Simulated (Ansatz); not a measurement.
Start from BAs in the rock salt structure (space group Fm-3m, No. 225; a hypothetical phase, not in the database extracts checked; relaxed with 0.1 eV smearing).

```yaml
crystal:
  lattice:
    - [0.00000, 2.28433, 2.28433]
    - [2.28433, 0.00000, 2.28433]
    - [2.28433, 2.28433, 0.00000]
  atoms:
    - { symbol: As, position: [0.00000, 0.00000, 0.00000] }
    - { symbol: B, position: [0.50000, 0.50000, 0.50000] }
```

Cartesian axes are those of the cell as printed.

Computed with Kohn–Sham DFT with the PBEsol functional, run in Ansatz (a quantum-chemistry and plane-wave program) with PAW and 420 eV plane waves, scalar-relativistic without spin-orbit coupling.

Strains are applied to the cell and any free atomic positions relax; under biaxial strain the out-of-plane vector relaxes too; under stress the whole cell relaxes.

One change was made to it. Results:

```tsv
quantity	base	after
shortest interatomic distance	2.284 Å	2.272 Å
energy relative to the base (free energy F)	0 meV/atom	+0.8 meV/atom
band gap	zero	zero
```

Q: Which change produced these results?
A) uniaxial stress, 8 GPa tension along x
B) isotropic strain −5.96 %
C) biaxial strain +0.68 %, plane normal [001], relaxed out of plane
D) uniaxial strain ε_yy = +2.21 %
E) tensor shear ε_xz = −3.10 %

A: C, biaxial strain +0.68 %, plane normal [001], relaxed out of plane. For comparison, the energy relative to the base in the other runs: tensor shear ε_xz = −3.10 % gives +9.1 meV/atom; uniaxial strain ε_yy = +2.21 % gives +3.8 meV/atom; isotropic strain −5.96 % gives +0.205 eV/atom; uniaxial stress, 8 GPa tension along x gives +22 meV/atom.

Beyond what the load breaks, stability against distortions was not tested. All final runs are without spin polarisation.
